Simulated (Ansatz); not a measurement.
The reference is SrTiO$_{3}$ in the cubic perovskite structure (space group Pm-3m, No. 221).

```
CELL_PARAMETERS angstrom
      3.89114     0.00000     0.00000
      0.00000     3.89114     0.00000
      0.00000     0.00000     3.89114
ATOMIC_POSITIONS crystal
  Sr 0.00000 0.00000 0.00000
  Ti 0.50000 0.50000 0.50000
  O  0.50000 0.00000 0.50000
  O  0.00000 0.50000 0.50000
  O  0.50000 0.50000 0.00000
```

Cartesian axes are those of the cell as printed.

Computed with PBEsol/PAW in Ansatz (a first-principles code), no SOC.

For the base:

- Smallest direct gap = 2.19 eV

Modification: the cell is stretched by 0.60 % along z with no lateral relaxation; the atoms relax in the strained cell.

**Question.** How does this affect the stress and smallest direct gap?

**Answer.** The stress (xx, yy, zz, yz, xz, xy; compression positive) comes out as (-0.62, -0.62, -2.04, 0.00, 0.00, 0.00) GPa; the smallest direct gap decreases by 0.01 eV, from 2.19 eV to 2.18 eV.

No phonon test of stability was made. All final runs are without spin polarisation. Many cubic perovskites are stable only at high temperature; tilts and polar distortions were not tested.
